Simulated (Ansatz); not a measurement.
Partial pair distribution functions of a relaxed model of amorphous Si12Sb12Te36, broadened by 0.06 Å; density 5.80 g/cm³. Computed with PBE-D3(BJ), scalar-relativistic without spin-orbit coupling, PAW (Ansatz default set, large-core Te) (plane waves to 420 eV; Ansatz, a program for electronic structure).

Preparation: random packing, a CHGNet melt and quench, and a DFT relaxation. The hot cell started wider than the set density and was brought back towards it in steps. It is the lowest in DFT energy of 3 quenches. It is a model cell: composition and starting density were chosen by hand, and all elements were melted together. The geometry includes D3(BJ) dispersion. Its density started from a set value of 5.51 and ended at 5.80 g/cm³. The simulated quench (nominally 79 K/ps over its main leg) is rapid and tends to freeze in more defects than a deposited or slowly cooled glass has. One small periodic cell is one sample of the glass; other quenches scatter about these values. Volume and shape were free in the relaxation. On a 2×2×2 Γ-centred mesh force components of up to 0.28 eV/Å stay, since the relaxation ran on one k-point at (1/4, 1/4, 1/4).

```csv
r (Å),g Sb-Te,g Si-Te,g Si-Si,g Sb-Sb
2.10,0.00,0.00,0.01,0.00
2.20,0.00,0.00,1.40,0.00
2.30,0.00,0.00,14.78,0.00
2.40,0.00,0.35,14.65,0.00
2.50,0.00,4.54,1.96,0.00
2.60,0.00,6.15,0.04,0.00
2.70,0.18,1.84,0.00,0.00
2.80,1.83,0.85,0.00,0.24
2.90,4.61,0.50,0.00,1.52
3.00,4.64,0.15,0.00,0.60
3.10,3.02,0.06,0.00,0.06
3.20,2.04,0.22,0.00,0.81
3.30,1.80,0.14,0.01,0.98
3.40,1.98,0.22,0.55,0.07
3.50,1.27,0.33,2.66,0.00
3.60,0.83,0.82,4.60,0.00
3.70,0.78,1.01,4.24,0.01
3.80,0.80,1.70,2.50,0.54
3.90,0.75,1.84,1.74,2.65
4.00,0.33,1.86,0.52,2.35
4.10,0.43,1.45,1.53,2.88
4.20,0.93,0.86,1.25,2.31
4.30,1.28,1.08,0.84,0.38
4.40,1.02,0.96,0.98,0.06
4.50,0.81,1.10,0.63,0.94
4.60,0.90,0.88,0.26,1.47
4.70,0.88,0.68,0.61,1.37
4.80,0.57,0.64,0.42,0.96
4.90,0.62,0.69,0.52,0.65
5.00,0.80,0.55,0.48,0.87
5.10,0.77,0.77,0.45,1.39
5.20,0.78,0.91,0.51,0.17
5.30,0.72,0.53,0.11,0.05
5.40,0.53,0.60,0.07,1.08
5.50,0.86,0.57,0.45,1.93
5.60,0.72,0.87,0.73,0.34
5.70,0.81,0.82,1.28,0.60
5.80,0.94,1.22,0.65,1.15
5.90,1.02,1.78,0.68,0.61
```

Within 3.26 Å each Sb has 3.75 Te neighbours on average.
